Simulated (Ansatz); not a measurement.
SiGe (model structure, Pmma, No. 51, 4 atoms in the cell), treated with PBE-D3(BJ) (PAW; Ansatz, a program for electronic structure).

Numerical settings: plane-wave cutoff 520 eV, 10×10×6 k mesh (along the axes of the cell as run), Fermi–Dirac smearing 0.01 eV, scalar-relativistic PAW data made under PBE.

Cell (relaxed at this level):

```cif
data_Ge2Si2
_chemical_formula_sum 'Si2 Ge2'
_space_group_name_H-M_alt 'P 1'
_space_group_IT_number 1
_cell_length_a 3.92012
_cell_length_b 3.92609
_cell_length_c 5.54772
_cell_angle_alpha 90.000
_cell_angle_beta 90.000
_cell_angle_gamma 90.000
loop_
_space_group_symop_operation_xyz
  'x, y, z'
loop_
_atom_site_label
_atom_site_type_symbol
_atom_site_fract_x
_atom_site_fract_y
_atom_site_fract_z
_atom_site_occupancy
Si1 Si 0.75000 0.00000 0.88080 1
Si2 Si 0.25000 0.00000 0.11920 1
Ge1 Ge 0.25000 0.50000 0.36864 1
Ge2 Ge 0.75000 0.50000 0.63136 1
```

### Question
Give the computed band gap.

### Answer

- band gap = 0.35 eV (on the SCF k mesh)

Note: the relaxation could raise the start's symmetry but not lower it, so the cell can be a saddle point.

Spin–orbit coupling is not included.

Static lattice: no zero-point or thermal effects.

A model structure was made by putting elements into a prototype or built by hand; it is no filed structure, need not be a known phase, and can be a saddle point held by its symmetry.
